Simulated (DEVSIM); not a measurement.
**abrupt Si n-p junction**

Structure: abrupt Si n-p junction, at 250 K.

```csv
layer (left to right),material,thickness (μm),Nd (cm⁻³),Na (cm⁻³),τn (s),τp (s)
1,Si,2.80,1.6e16,-,1.7e-6,1.7e-6
2,Si,20.0,-,3.1e14,1.7e-6,1.7e-6
```

Left contact: ohmic. Right contact: ohmic. Voltage is applied to the left contact. Recombination: SRH at mid-gap. Mobility is μmin + (μ − μmin)/(1 + (N/Nref)^α).

The device is made up for the run: typed textbook-type constants, with dimensions and the other settings drawn at random. Values at 300 K; Nc and Nv go as T^1.5, mobilities as T to minus their exponent, the gap by Varshni's rule with the affinity fixed.

```
parameter               Si
----------------  --------
gap (eV)             1.124
affinity (eV)         4.05
permittivity          11.7
Nc (cm⁻³)          2.86e19
Nv (cm⁻³)           3.1e19
μn (cm²/Vs)           1417
μp (cm²/Vs)            470
μn,min                  52
μp,min                  45
Nref,n              9.7e16
Nref,p              2.2e17
αn                    0.68
αp                    0.72
T exponent of μn       2.3
T exponent of μp       2.2
Varshni α (eV/K)  0.000473
Varshni β (K)          636
```

Model (solved in DEVSIM): 1D drift-diffusion, Boltzmann statistics, complete ionisation; no tunnelling, impact ionisation, image-force lowering or self-heating.

| Item | Result |
|---|---|
| Potential step across the device at zero bias | 0.739 V |
| Largest field in the device at zero bias | 9300 V/cm |
| Dark forward voltage at 1 A/cm² | 0.658 V |
| Dark forward voltage at 100 A/cm² | 0.918 V |

Dark reverse current:

```tsv
V (V)	J (A/cm²)
0.40	2.4e-10
1.00	4.7e-10
2.00	7.6e-10
3.00	9.9e-10
4.00	1.2e-9
6.00	1.5e-9
8.00	1.8e-9
10.00	2.1e-9
13.00	2.4e-9
16.00	2.7e-9
20.00	3.1e-9
```

Small-signal capacitance in reverse bias (quasi-static):

```json
[
 {"V (V)": "0.4", "C (nF/cm²)": "4.82"},
 {"V (V)": "1", "C (nF/cm²)": "3.86"},
 {"V (V)": "2", "C (nF/cm²)": "3.06"},
 {"V (V)": "3", "C (nF/cm²)": "2.61"},
 {"V (V)": "4", "C (nF/cm²)": "2.32"},
 {"V (V)": "6", "C (nF/cm²)": "1.94"},
 {"V (V)": "8", "C (nF/cm²)": "1.70"},
 {"V (V)": "10", "C (nF/cm²)": "1.54"},
 {"V (V)": "13", "C (nF/cm²)": "1.36"},
 {"V (V)": "16", "C (nF/cm²)": "1.23"},
 {"V (V)": "20", "C (nF/cm²)": "1.10"}
]
```
